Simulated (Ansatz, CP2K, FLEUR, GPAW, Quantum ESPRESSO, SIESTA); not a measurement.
## Code comparison for Ta2Co (I4/mcm, 6 atoms in the cell)

Self-consistent single point.

```
Ta2Co
1.0
   -3.04214     3.04214     2.48276
    3.04214    -3.04214     2.48276
    3.04214     3.04214    -2.48276
Ta Co
4 2
Cartesian
  4.02384   0.98170   0.00000
 -0.98170   2.06044   2.48276
  2.06044   0.98170   2.48276
  0.98170   2.06044   0.00000
  0.00000   0.00000   3.72414
  0.00000   0.00000   1.24138
```

Shared settings, as Ansatz (an electronic-structure program) writes them: kpoints.mp_grid.grid = 6 6 6; scf.occupations.method = fermi_dirac; scf.occupations.width = 0.1 eV. Potentials and cutoffs stand in the table.

```json
[
 {"code": "CP2K", "model": "LDA (Pade form), GPW, DZVP-MOLOPT-SR-GTH basis, GTH-PADE potentials (GTH_POTENTIALS)", "pressure (GPa)": "-26.41", "largest force (eV/Å)": "0.032", "cutoff": "grid 600 Ry"},
 {"code": "GPAW", "model": "LDA (Perdew-Wang 92), GPAW PAW datasets LDA (gpaw-data 1.0.1)", "pressure (GPa)": "-9.46", "largest force (eV/Å)": "0.021", "cutoff": "800 eV"},
 {"code": "Quantum ESPRESSO", "model": "LDA (PZ), PSlibrary PAW (LDA) pseudopotentials", "pressure (GPa)": "-10.54", "largest force (eV/Å)": "0.034", "cutoff": "55 Ry"},
 {"code": "Ansatz", "model": "LDA (PW92), default PAW files made with PBE", "pressure (GPa)": "-9.68", "largest force (eV/Å)": "0.031", "cutoff": "default"},
 {"code": "SIESTA", "model": "LDA PW92, numerical atomic orbitals DZP, PseudoDojo LDA standard norm-conserving potentials (rewritten from UPF to PSML)", "pressure (GPa)": "-13.92", "largest force (eV/Å)": "0.065", "cutoff": "grid 300 Ry"},
 {"code": "FLEUR", "model": "LDA (Perdew-Zunger), all-electron FLAPW (FLEUR), scalar-relativistic valence", "pressure (GPa)": "–", "largest force (eV/Å)": "0.010", "cutoff": "Kmax 4.2 1/bohr"}
]
```

Size of the force on each atom (eV/Å): Sizes of forces hide their directions.

```json
[
 {"code": "CP2K", "Ta1": "0.032", "Ta2": "0.032", "Ta3": "0.032", "Ta4": "0.032", "Co5": "0.006", "Co6": "0.006"},
 {"code": "GPAW", "Ta1": "0.021", "Ta2": "0.021", "Ta3": "0.021", "Ta4": "0.021", "Co5": "0.000", "Co6": "0.000"},
 {"code": "Quantum ESPRESSO", "Ta1": "0.034", "Ta2": "0.034", "Ta3": "0.034", "Ta4": "0.034", "Co5": "0.000", "Co6": "0.000"},
 {"code": "Ansatz", "Ta1": "0.031", "Ta2": "0.031", "Ta3": "0.031", "Ta4": "0.031", "Co5": "0.000", "Co6": "0.000"},
 {"code": "SIESTA", "Ta1": "0.065", "Ta2": "0.065", "Ta3": "0.065", "Ta4": "0.065", "Co5": "0.000", "Co6": "0.000"},
 {"code": "FLEUR", "Ta1": "0.010", "Ta2": "0.010", "Ta3": "0.010", "Ta4": "0.010", "Co5": "0.000", "Co6": "0.000"}
]
```

A dash marks a value that a program does not give, or that is left out as unsure.

On Ansatz's run: spin-orbit coupling is off. Spin polarisation is off.

The spread over the programs that give each value: pressure within 16.95 GPa; largest force within 0.055 eV/Å.

CP2K and SIESTA use small atom-centred bases, whose incompleteness enters pressures, forces and empty levels differently from a plane-wave cutoff. FLEUR treats all electrons, but the usual bases taken here (sphere radii, linearisation, local orbitals, empty states) were not tested for convergence, so the values are no reference for the others. Ansatz's pressure is given at a fixed set of plane waves, as the other plane-wave codes print theirs; with its correction for the finite basis it is -9.58 GPa. The same LDA comes in different parametrisations, which differ slightly. In the pressure, CP2K (by 16.72) and SIESTA (by 4.24) lie more than 1 GPa from the median of the plane-wave programs. In the force vectors, SIESTA (by 0.091) lies more than 0.08 eV/Å from the median of the plane-wave programs.

The starting cell comes from a database of computed structures (which also holds hypothetical and non-ambient phases and stackings), without a prior relaxation at this level.

Left out of this page: Elk (not drawn, or without a comparable value).

Keys are those of Ansatz 0.2.
